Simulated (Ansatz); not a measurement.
# A computed series for ZnAu: pressure series

Consider ZnAu in the CsCl type structure (space group Pm-3m, No. 221; a = 3.129 Å).

Cell and atoms are relaxed at each pressure.

The values are results of plane-wave PAW DFT at the PBEsol level (Ansatz, a first-principles code, 420 eV), spin-orbit coupling left out, not measurements.

Notes on the quantities. enthalpy: H = E + PV relative to the base's energy.

```
change            lattice parameter a       enthalpy
----------------  -------------------  -------------
base                          3.129 Å              –
pressure −2 GPa               3.144 Å  -0.19 eV/atom
pressure −1 GPa               3.136 Å  -0.10 eV/atom
pressure 0.3 GPa              3.126 Å  +0.03 eV/atom
pressure 0.7 GPa              3.124 Å  +0.07 eV/atom
pressure 1.5 GPa              3.118 Å  +0.14 eV/atom
pressure 3 GPa                3.108 Å  +0.28 eV/atom
pressure 5 GPa                3.095 Å  +0.47 eV/atom
pressure 7.5 GPa              3.081 Å  +0.70 eV/atom
pressure 10 GPa               3.067 Å  +0.93 eV/atom
```

Load acts through the strain it causes; cell and atoms are relaxed under it. No phonon test of stability was made. No other phases were tried under pressure.
